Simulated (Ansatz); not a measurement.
The reference is Nb in the bcc (W type) structure (space group Im-3m, No. 229; a = 3.273 Å; relaxed with 0.1 eV smearing). Axes: x, y, z lie along the cube axes.

The values are results of Ansatz (a first-principles code) PBEsol, without spin-orbit coupling, earlier PAW set, not measurements.

Before the change:

* **Pressure**: 0.0 GPa

The change: the cell is compressed by 4.35 % along y with no lateral relaxation; the atoms relax in the strained cell.

Problem. Estimate the effect on the pressure and energy relative to the base.

Solution. The pressure (mean of the normal stresses, compression positive) goes from zero to 8.9 GPa; the energy rises by 29 meV/atom.

No phonon test of stability was made. The final runs are not spin-polarised.
